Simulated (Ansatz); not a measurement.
**rock-salt NbN (0 0 1) on zinc-blende InP (0 0 1) (film strained to the substrate, started from cuts of the bulks and a machine-learned relaxation; slabs In5P6 and N12Nb12, which can lie off the formulas)**

A periodic stack without vacuum, rock-salt NbN (0 0 1) on zinc-blende InP (0 0 1) (film strained to the substrate, started from cuts of the bulks and a machine-learned relaxation; slabs In5P6 and N12Nb12, which can lie off the formulas): substrate slab In5P6, film N12Nb12, surface cells [[1, 0], [1, 1]] and [[0, -1], [2, 1]], film strained by -4.7 and -4.7 %, outermost planes P/P and NNb/NNb as cut, which need not be the usual terminations and can put a slab off its formula.

The start was prepared with a machine-learned potential, and the result is one local minimum, with the in-plane cell held and forces under 0.04 eV/Å; the film can end far from its bulk form.

Method: PBE (plane waves to 420 eV, PAW; Ansatz, a quantum-chemistry and plane-wave program). No spin–orbit coupling; the runs are not spin-polarised; PBE gaps are too small against experiment. Its k-point mesh 7×7×1, Fermi–Dirac width 0.05 eV.

```
Property                                                                                                                                                                             Result
-------------------------------------------------------------------------------  ----------------------------------------------------------------------------------------------------------
interface area                                                                                                                                                                      17.8 Å²
period                                                                                                                                                                              31.49 Å
heights between the nearest atoms of the two slabs at the two interfaces                                                                                                    2.07 and 2.41 Å
Nb–P contacts across the interfaces within 1.22 times the sum of covalent radii                                                                                              3, mean 2.51 Å
estimate of the barrier                                                          withheld, since the Fermi level falls at or inside a band of the host, which a slab this thin can't settle
slope of the mean potential energy in the substrate                                                                                                                          -1.7 MV/cm × e
```

```
In5Nb12N12P6
1.0
    4.21432     0.00004    -0.01948
    0.00008     4.21426     0.02941
    1.26038     0.92224    31.48989
In P N Nb
5 6 12 12
Direct
  0.96031   0.93875   0.18776
  0.48562   0.46482   0.09267
  0.91084   0.88708   0.37715
  0.43574   0.41256   0.28245
  0.38508   0.35903   0.47190
  0.97282   0.45165   0.14059
  0.49391   0.97768   0.04657
  0.92319   0.39978   0.32999
  0.44777   0.92538   0.23532
  0.87271   0.35424   0.51838
  0.39834   0.87250   0.42464
  0.59539   0.58581   0.65890
  0.08907   0.08946   0.65988
  0.11898   0.61196   0.59611
  0.60064   0.10073   0.59785
  0.55249   0.54831   0.80384
  0.05160   0.04668   0.80875
  0.06875   0.56303   0.74578
  0.57056   0.06429   0.74432
  0.50900   0.50183   0.96992
  0.01344   0.00633   0.95536
  0.02977   0.52295   0.89455
  0.52975   0.02357   0.89266
  0.09319   0.58672   0.66819
  0.58643   0.08321   0.66922
  0.61797   0.61013   0.58416
  0.10819   0.10900   0.58566
  0.04834   0.54390   0.81983
  0.54817   0.04380   0.82050
  0.57170   0.56747   0.73362
  0.07367   0.06589   0.73407
  0.01072   0.50414   0.96334
  0.50967   0.00181   0.96998
  0.52837   0.52161   0.89946
  0.03262   0.02631   0.88219
```
